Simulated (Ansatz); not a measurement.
This concerns the energy of the reaction as written. Reaction: cell B → cell A. The sign is products less reactants.

Cell A: a slab of composition C4F2, 6 atoms, hexagonal cell of 2.55 Å (5.6 Å²), symmetry P-3m1 within 0.02 Å, 5.3 Å thick under 16 Å of vacuum, in-plane vectors held at the given values, so it may be strained; planes from bottom to top: F | C × 4 | F; a model cell; spin state with PBE: run without spin, k-point mesh 13×13×1.
```xyz
6
Lattice="2.5500 0.0000 0.0000 -1.2750 2.2084 0.0000 0.0000 0.0000 21.3100" Properties=species:S:1:pos:R:3 pbc="T T T"
F      0.0000     0.0000     8.0086
C      0.0000     0.0000     9.3767
C      0.0000     1.4722     9.8811
C      0.0000     1.4722    11.4289
C      1.2750     0.7361    11.9333
F      1.2750     0.7361    13.3014
```

Cell B: a stack of composition C4F2 on the in-plane vectors of C (graphite, P6₃/mmc) (0001), but not a cut of that crystal, 6 atoms, hexagonal cell of 2.46 Å (5.3 Å²), symmetry P-3m1 within 0.02 Å, 5.3 Å thick under 16 Å of vacuum, so it may be strained; planes from bottom to top: F | C × 4 | F; foreign atoms: two times F bound to 1 C at 1.37 Å; a model cell; spin state with PBE: run without spin, k-point mesh 14×14×1.
```xyz
6
Lattice="2.4650 0.0000 0.0000 -1.2325 2.1347 0.0000 0.0000 0.0000 21.5853" Properties=species:S:1:pos:R:3 pbc="T T T"
F      0.0000     0.0000     8.1404
C      0.0000     0.0000     9.5085
C      0.0000     1.4232    10.0196
C      0.0000     1.4232    11.5657
C      1.2325     0.7116    12.0768
F      1.2325     0.7116    13.4449
```

Plane-wave PAW calculations with Ansatz (a quantum-chemistry and plane-wave program), its default PAW set, cutoff 420 eV, 500 eV for r2SCAN. The structures are at rest with PBE+D3(BJ), within the held lattices; other levels are single points on them. HSE06 runs on coarser k-point meshes, mended by the PBE difference between the two meshes. Neutral cells; Fermi-Dirac smearing of at most 0.05 eV in the solids, energies taken to zero width. The lattices are those relaxed with PBE+D3(BJ) or held as stated, so at other levels the solids can be strained, which adds to the spread. A dispersion term (D3(BJ), or D4 for r2SCAN) was computed beside these levels and is taken off wherever the name lacks it. No zero-point or thermal terms. The structures are the rest points that the relaxations reached, not proven lowest. Values are for these cell sizes. The cells' k-point meshes differ in density, so the last digit is unsettled. Cell A has symmetry P-3m1 within 0.02 Å and got no random move, so less symmetric positions, which may lie lower, weren't tried. Cell B has symmetry P-3m1 within 0.02 Å and got no random move, so less symmetric positions, which may lie lower, weren't tried.

**Question.** What value does HSE06 give?

**Answer.** -0.20 eV, for cell B → cell A.

**Question.** What do the other levels give, and how wide is the spread?

**Answer.** 
| Method | value (eV) | less HSE06 |
|---|---|---|
| PBE | -0.31 | -0.11 |
| PBE+D3(BJ) | -0.26 | -0.06 |
| r2SCAN | -0.23 | -0.03 |
| r2SCAN+D4 | -0.21 | -0.01 |

The levels shown span 0.11 eV, from PBE (-0.31) to HSE06 (-0.20).
